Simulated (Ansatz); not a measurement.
The parent structure is MoSi₂ (space group I4/mmm, No. 139; a = 3.174 Å, c = 7.779 Å; relaxed with 0.1 eV smearing). Axes: x, y, z lie along a, b, c of the conventional cell.

Computed with Kohn–Sham DFT with the LDA functional, run in Ansatz (a program for electronic structure) with PAW and 420 eV plane waves, no spin-orbit coupling.

It is then changed as follows: tensor shear ε_xz = +1.43 % (engineering shear γ = 0.0286), atoms relaxed at fixed cell.

Question: Predict the stress tensor and what it implies for the stiffness.

Answer: Stress of the strained cell less that of the base (GPa, compression positive):
```
    0.2     0.0    -6.0
    0.0     0.2     0.0
   -6.0     0.0     0.2
```

Then −Δσ/γ with γ = 2ε = 0.0286 gives secant stiffness values (nonlinear terms included at this strain): C55 ≈ 208 GPa.

As a check, the harmonic strain energy −½ V₀ Δσ:ε is 6.9 meV/atom; the computed energy rise is 7.0 meV/atom.

Whether these cells are dynamically stable was not tested. The final runs are not spin-polarised.
